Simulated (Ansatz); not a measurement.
The parent structure is MgS in the rock salt structure (space group Fm-3m, No. 225; a = 5.182 Å).

It is then changed as follows: cell and atoms relaxed at a pressure of 4.5 GPa.

Calculations: DFT with PBEsol, PAW potentials and a 420 eV plane-wave cutoff in Ansatz (a quantum-chemistry and plane-wave program), no SOC.

Base, band edges from the VBM (valence, conduction): X -1.73, 2.73; W -2.43, 5.25; L -0.61, 4.41; Γ 0.00, 3.69; K -1.40, 3.83; U -1.40, 3.83 eV.

Q: Give the band edges at the high-symmetry points of the new zone, measured from its valence-band maximum.

A: 
```json
[
 {"point": "Γ", "valence edge (eV)": "0.00", "conduction edge (eV)": "4.11"},
 {"point": "X", "valence edge (eV)": "-1.85", "conduction edge (eV)": "2.83"},
 {"point": "U", "valence edge (eV)": "-1.51", "conduction edge (eV)": "3.88"},
 {"point": "K", "valence edge (eV)": "-1.51", "conduction edge (eV)": "3.88"},
 {"point": "L", "valence edge (eV)": "-0.68", "conduction edge (eV)": "4.48"},
 {"point": "W", "valence edge (eV)": "-2.58", "conduction edge (eV)": "5.44"}
]
```

The gap is 2.83 eV, indirect, Γ → X.

Load acts through the strain it causes; cell and atoms are relaxed under it. Gaps are Kohn–Sham eigenvalue differences; semilocal functionals usually give less than the measured gap. Stability against distortions was not tested.
